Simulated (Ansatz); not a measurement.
Input and output of a self-consistent single point for BaTiO3 (R3m, 5 atoms in the cell) (Ansatz, a program for electronic structure).

Level of theory: LDA (PW92), default PAW files made with PBE (plane waves; Ansatz).

The change in words: lattice scaled by 0.98; kpoints.mp_grid.grid: 6 6 6 → 16 16 16. Reference geometry:
```
BaTiO3
1.0
    2.83401     1.63622     2.32388
   -2.83401     1.63622     2.32388
    0.00000    -3.27244     2.32388
Ba Ti O
1 1 3
Direct
  0.00731   0.00731   0.00731
  0.51333   0.51333   0.51333
  0.48895   0.97972   0.48895
  0.48895   0.48895   0.97972
  0.97972   0.48895   0.48895
```

Reference input (self-consistent single point, DFT, LDA (PW92), plane waves, default PAW files made with PBE): basis.ecutwfc = 420 eV; kpoints.mp_grid.grid = 6 6 6; hamiltonian.xc = lda; hamiltonian.pseudopotentials = {kind: paw} (the program's default PAW files); scf.occupations.method = fermi_dirac; scf.occupations.width = 0.01 eV. This run's input differs from it in these lines:

Ansatz 0.2 input:
```diff
@@ -2,5 +2,5 @@
   lattice:
-    - [2.834014, 1.636219, 2.323882]
-    - [-2.834014, 1.636219, 2.323882]
-    - [0.000000, -3.272438, 2.323882]
+    - [2.777334, 1.603495, 2.277404]
+    - [-2.777334, 1.603495, 2.277404]
+    - [0.000000, -3.206989, 2.277404]
   atoms:
@@ -14,3 +14,3 @@
 kpoints:
-  mp_grid: { grid: [6, 6, 6] }
+  mp_grid: { grid: [16, 16, 16] }
 hamiltonian:
```

Output (repeated stretches shortened):

```
SCF iter   1: F=—  HF=-9904.512444 eV  |F-HF|=—  |Δ(HF+E_count)|=         —  Δρ=1.84e-2  dr2=1.94e-1  ethr=1.77e-3  ⟨swp⟩=6.6  Hψ=53483  notcnv=0
all-band conjugate gradients solve this SCF's bands
preconditioner: auto → Resta (q_TF=auto, 2.544 Å⁻¹)
SCF iter   2: F=—  HF=-9904.475488 eV  |F-HF|=—  |Δ(HF+E_count)|=   3.70e-2  Δρ=5.70e-3  dr2=2.30e-2  ethr=4.85e-4  ⟨swp⟩=2.9  Hψ=20771  notcnv=0  defer=417
SCF iter   3: F=—  HF=-9904.471780 eV  |F-HF|=—  |Δ(HF+E_count)|=   3.71e-3  Δρ=1.97e-3  dr2=2.86e-3  ethr=5.76e-5  ⟨swp⟩=2.0  Hψ=15236  notcnv=0  defer=417
SCF iter   4: F=—  HF=-9904.471184 eV  |F-HF|=—  |Δ(HF+E_count)|=   5.95e-4  Δρ=1.68e-4  dr2=2.66e-5  ethr=7.16e-6  ⟨swp⟩=2.0  Hψ=18278  notcnv=0  defer=417
SCF iter   5: F=—  HF=-9904.471176 eV  |F-HF|=—  |Δ(HF+E_count)|=   7.83e-6  Δρ=2.66e-5  dr2=5.51e-7  ethr=6.66e-8  ⟨swp⟩=2.4  Hψ=17575  notcnv=0  defer=417
SCF iter   6: F=-9904.471176 eV  HF=-9904.471176 eV  |F-HF|=9.50e-9  |Δ(HF+E_count)|=   1.89e-7  Δρ=6.60e-6  dr2=2.01e-8  ethr=2.50e-10  ⟨swp⟩=9.8  Hψ=58948  notcnv=0
SCF 1 converged in 6 iterations: F = -9904.471176 eV  dr2 = 2.01e-8
Free energy (F): -9904.471176 eV
Internal energy: -9904.471176 eV  (E = F + TS)
E sigma→0 (E₀):  -9904.471176 eV
Fermi energy:    11.872918 eV
--- Forces (eV/Å), atoms counted from 1 ---
  atom   1  Ba    -0.00000000    -0.00000002    -0.31247522
  atom   2  Ti     0.00000000    -0.00000002    -0.33165618
  atom   3  O     -0.33797515     0.19513006     0.21473031
  atom   4  O     -0.00000000    -0.39026007     0.21473035
  atom   5  O      0.33797515     0.19513006     0.21473031
--- Stress (GPa, compression-positive) ---
        4.209124      -0.000000       0.000000
       -0.000000       4.209124      -0.000000
       -0.000000      -0.000000       3.697196
  P = ⅓ Tr σ = 4.0385 GPa (40.385 kbar)
  The stress holds the Pulay correction. Without it, at fixed plane waves, as pw.x and ABINIT print it: P = 3.2499 GPa
```

The run converged in 6 iterations. Against the reference run the free energy drops by 8.2 meV/atom, the pressure goes from -6.89 to 4.04 GPa, the largest force goes from 0.303 to 0.445 eV/Å and the gap on the mesh goes from 2.358 to 2.515 eV.

The starting cell comes from a database of computed structures (which also holds hypothetical and non-ambient phases and stackings), without a prior relaxation at this level. Its lattice was rescaled by up to half a per cent. One atom was moved a little off its site on purpose. For this run, on top of that: lattice scaled by 0.98. With a pressure of about 4 GPa the cell is away from its equilibrium volume at this level. Ansatz's pressure includes its estimate of the finite-basis (Pulay) stress. Without the estimate this run gives 3.25 GPa.

Cost on one core of a shared machine: roughly 70 s.
